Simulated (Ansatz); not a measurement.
## CsPbCl3 under a change: uniaxial strain ε_zz = +0.60 %

Start from CsPbCl3 in the cubic perovskite structure (space group Pm-3m, No. 221; a = 5.619 Å). Axes: x, y, z lie along the cube axes.

The change: the cell is stretched by 0.60 % along z with no lateral relaxation; the atoms relax in the strained cell.

The values are results of PBEsol/PAW in Ansatz (a first-principles code), no spin-orbit coupling, not measurements. Γ-centred 6×6×6 mesh, Fermi–Dirac width 0.05 eV.

The space group becomes P4/mmm (No. 123) (base: Pm-3m (No. 221)) and the shortest interatomic distance is still 2.809 Å. The energy stays essentially unchanged and the pressure (mean of the normal stresses, compression positive) goes from zero to -0.15 GPa. The band gap stays 1.83 eV and the gap character amounts to direct at A. The electron mass amounts to 0.11 mₑ along z, 0.83 mₑ across (at R) and the valley order (the lowest conduction-band minima on the path, energy above the VBM, named in the base's zone) changes from R along ⟨111⟩ 1.83 eV; Γ 3.24 eV to R along [111] 1.83 eV; Γ 3.28 eV. The stress (xx, yy, zz, yz, xz, xy; compression positive) comes out as (-0.05, -0.05, -0.34, 0.00, 0.00, 0.00) GPa.

Final structure:

```yaml
crystal:
  lattice:
    - [5.61875, 0.00000, 0.00000]
    - [0.00000, 5.61875, 0.00000]
    - [0.00000, 0.00000, 5.65247]
  atoms:
    - { symbol: Cs, position: [0.00000, 0.00000, 0.00000] }
    - { symbol: Pb, position: [0.50000, 0.50000, 0.50000] }
    - { symbol: Cl, position: [0.50000, 0.00000, 0.50000] }
    - { symbol: Cl, position: [0.00000, 0.50000, 0.50000] }
    - { symbol: Cl, position: [0.50000, 0.50000, 0.00000] }
```

Spin-orbit coupling, missing from the scalar runs, can matter with Pb. Masses are band curvatures over ±0.01 Å⁻¹ around the edge. No phonon test of stability was made. Many cubic perovskites are stable only at high temperature; tilts and polar distortions were not tested. This is not the structure that CsPbCl3 has at room temperature and ambient pressure. k-point labels follow each cell's own Brillouin zone.
